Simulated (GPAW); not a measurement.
Band structure of BaGaSi (P-6m2, 3 atoms in the cell).

```
CELL_PARAMETERS angstrom
      4.28357     0.00000     0.00000
     -2.14178     3.70968     0.00000
      0.00000     0.00000     5.23811
ATOMIC_POSITIONS crystal
  Ba 0.00000 0.00000 0.00000
  Ga 0.33333 0.66667 0.50000
  Si 0.66667 0.33333 0.50000
```

Method: PBEsol, GPAW PAW datasets PBEsol (made by gpaw-setup) (plane waves; GPAW).

Settings: mode = pw; ecut = 550 eV; xc = PBEsol; kpts = 7 7 5; mesh shift (steps) = 0 0 0; occupations.name = fermi-dirac; occupations.width = 0.1 eV; nbands = -7; convergence.forces = 0.001 eV/Å; symmetry.symmorphic = false; symmetry.tolerance = 0.0005; maxiter = 100; bandpath_npoints = 40.

The starting cell comes from a database of computed structures (which also holds hypothetical and non-ambient phases and stackings), without a prior relaxation at this level. Its lattice was rescaled by a random factor within 2.5 % of one.

Levels in eV from the Fermi level, bands 6 to 12:
```json
[
 {"point": "Γ", "6": "-1.57", "7": "-1.00", "8": "-1.00", "9": "-0.35", "10": "-0.03", "11": "2.97", "12": "2.97"},
 {"point": "M", "6": "-6.39", "7": "-1.92", "8": "-1.81", "9": "-0.53", "10": "1.30", "11": "2.02", "12": "2.92"},
 {"point": "K", "6": "-6.39", "7": "-3.90", "8": "-1.20", "9": "-0.57", "10": "2.11", "11": "2.18", "12": "3.70"},
 {"point": "A", "6": "-3.56", "7": "-0.69", "8": "-0.69", "9": "0.24", "10": "1.60", "11": "1.60", "12": "1.89"},
 {"point": "L", "6": "-5.93", "7": "-2.36", "8": "-1.39", "9": "-0.60", "10": "0.99", "11": "3.10", "12": "3.78"},
 {"point": "H", "6": "-6.70", "7": "-3.10", "8": "-0.96", "9": "-0.28", "10": "3.00", "11": "3.75", "12": "3.87"}
]
```

Bands cross the Fermi level along this path, so the cell is metallic at this level.
